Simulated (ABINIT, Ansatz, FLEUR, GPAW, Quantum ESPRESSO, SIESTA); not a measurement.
**WO2F (C2/c, 8 atoms in the cell) computed with different codes at matched settings**

Self-consistent single point.

```yaml
crystal:
  lattice:
    - [4.83957, -2.67728, 0.00000]
    - [4.83957, 2.67728, 0.00000]
    - [-2.96845, 0.00000, 4.46549]
  atoms:
    - { symbol: W, position: [0.50000, 0.00000, 0.00000] }
    - { symbol: W, position: [0.00000, 0.50000, 0.50000] }
    - { symbol: O, position: [0.24749, 0.23951, 0.73953] }
    - { symbol: O, position: [0.75251, 0.76049, 0.26047] }
    - { symbol: O, position: [0.76049, 0.75251, 0.76047] }
    - { symbol: O, position: [0.23951, 0.24749, 0.23953] }
    - { symbol: F, position: [0.26793, 0.73207, 0.75000] }
    - { symbol: F, position: [0.73207, 0.26793, 0.25000] }
```

All programs got the same cell, k-point mesh and kind of occupations (in Ansatz's words: kpoints.mp_grid.grid = 4 4 4; scf.occupations.method = gaussian; scf.occupations.width = 0.136 eV); potentials, basis and cutoffs are each program's usual ones.

| code | model | pressure (GPa) | largest force (eV/Å) | k-points | cutoff |
|---|---|---|---|---|---|
| ABINIT | PBEsol, norm-conserving pseudopotentials (PseudoDojo nc-sr-04 PBEsol standard) | -2.51 | 0.065 | 24 | 1143 eV |
| GPAW | PBEsol, GPAW PAW datasets PBEsol (made by gpaw-setup) | – | 0.065 | 24 | 950 eV |
| Quantum ESPRESSO | PBEsol, GBRV 1.5 ultrasoft (PBESOL) pseudopotentials | -1.40 | 0.058 | 24 | 40 Ry |
| FLEUR | PBEsol, all-electron FLAPW (FLEUR), scalar-relativistic valence | – | 0.061 | 24 | Kmax 4.7 1/bohr |
| SIESTA | GGA PBEsol, numerical atomic orbitals DZP, PseudoDojo PBEsol standard norm-conserving potentials (rewritten from UPF to PSML) | 1.15 | 0.044 | 44 | grid 300 Ry |
| Ansatz | PBEsol, PAW files made with PBE | -2.19 | 0.063 | 24 | default |

Size of the force on each atom (eV/Å): Sizes of forces hide their directions.

| code | W1 | W2 | O3 | O4 | O5 | O6 | F7 | F8 |
|---|---|---|---|---|---|---|---|---|
| ABINIT | 0.000 | 0.000 | 0.045 | 0.045 | 0.045 | 0.045 | 0.065 | 0.065 |
| GPAW | 0.000 | 0.000 | 0.043 | 0.043 | 0.043 | 0.043 | 0.065 | 0.065 |
| Quantum ESPRESSO | 0.000 | 0.000 | 0.027 | 0.027 | 0.027 | 0.027 | 0.058 | 0.058 |
| FLEUR | 0.000 | 0.000 | 0.045 | 0.045 | 0.045 | 0.045 | 0.061 | 0.061 |
| SIESTA | 0.000 | 0.000 | 0.013 | 0.013 | 0.013 | 0.013 | 0.044 | 0.044 |
| Ansatz | 0.000 | 0.000 | 0.040 | 0.040 | 0.040 | 0.040 | 0.063 | 0.063 |

A dash marks a value that a program does not give, or that is left out as unsure.

The spread over the programs that give each value: pressure within 3.66 GPa; largest force within 0.021 eV/Å.

The starting cell comes from a database of computed structures (which also holds hypothetical and non-ambient phases and stackings), without a prior relaxation at this level. On Ansatz's run: Spin-orbit coupling is off. Spin polarisation is off.

Why do the programs differ, and what cannot be compared?

Differences of this kind can come from the potentials, where these differ, and from what each basis and cutoff leave unconverged. The zero of total energies and Fermi levels follows the potentials and each program's conventions, so they are not compared here. SIESTA uses small atom-centred bases, whose incompleteness enters pressures, forces and empty levels differently from a plane-wave cutoff. FLEUR treats all electrons, but the usual bases taken here (sphere radii, linearisation, local orbitals, empty states) were not tested for convergence, so the values are no reference for the others. Ansatz's pressure is given at a fixed set of plane waves, as the other plane-wave codes print theirs; with its correction for the finite basis it is -1.80 GPa (the shift of 0.40 GPa shows how far the cutoff is from converged). The pressure of GPAW is left out: its cutoff lies under the one at which its stress was checked. The programs reduce the same mesh by symmetry to different extents, which changes the work and not the result. In the pressure, SIESTA (by 3.35) lies more than 1 GPa from the median of the plane-wave programs.

Left out of this page: CP2K (unsound by tests on forces, stress, charge or solver warnings).

Ansatz is a program for electronic structure.

Keys are those of Ansatz 0.2.
